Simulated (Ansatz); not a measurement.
Base system: MgSe in the rock salt structure (space group Fm-3m, No. 225; a = 5.472 Å). Axes: x, y, z lie along the cube axes.

Computed with Ansatz (a program for electronic structure), r2SCAN, PAW, cutoff 500 eV, no SOC.

Base values:

| Property | Result |
|---|---|
| Electron mass | 0.48 mₑ along k, 0.25 mₑ across (at X) |
| Volume per atom | 20.48 Å³ |

The change: biaxial strain +0.50 %, plane normal [001], relaxed out of plane (Cartesian); in-plane vectors clamped, the third vector and the atoms free.

### Question
Estimate the effect on the electron mass.

### Answer
The electron mass becomes 0.47 mₑ along k, 0.25 mₑ across (at X) (base: 0.48 mₑ along k, 0.25 mₑ across (at X)).

### Question
Predict the new in-plane stress.

### Answer
The mean in-plane stress (compression positive) comes out as -0.7 GPa.

### Question
How does this affect the volume per atom?

### Answer
The volume per atom goes up by 0.143 Å³ (20.48 Å³ → 20.63 Å³).

The levels and masses belong to the bands next to the band gap. Effective masses come from finite differences of ±0.01 Å⁻¹. Along k means along the line from Γ to the band edge. Stability against distortions was not tested.
